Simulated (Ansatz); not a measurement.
The reference is HfN in the rock salt structure (space group Fm-3m, No. 225; a = 4.5257 Å; relaxed with 0.1 eV smearing). Axes: x, y, z lie along the cube axes.

Level of theory: r2SCAN (Ansatz, a first-principles code, PAW, scalar-relativistic without spin-orbit coupling).

Perturbation: an isotropic linear strain of +2.50 %, atoms relaxed at fixed cell.

**Question.** Predict the stress tensor and what it implies for the stiffness.

**Answer.** Stress of the strained cell less that of the base (GPa, compression positive):
```
  -17.8     0.0     0.0
    0.0   -17.8     0.0
    0.0     0.0   -17.8
```

Then B = −ΔP/(ΔV/V₀) with ΔV/V₀ = 0.0769 gives secant stiffness values (nonlinear terms included at this strain): B ≈ 232 GPa.

As a check, the harmonic strain energy −½ V₀ Δσ:ε is 48 meV/atom; the computed energy rise is 53 meV/atom.

Whether these cells are dynamically stable was not tested. All final runs are without spin polarisation.
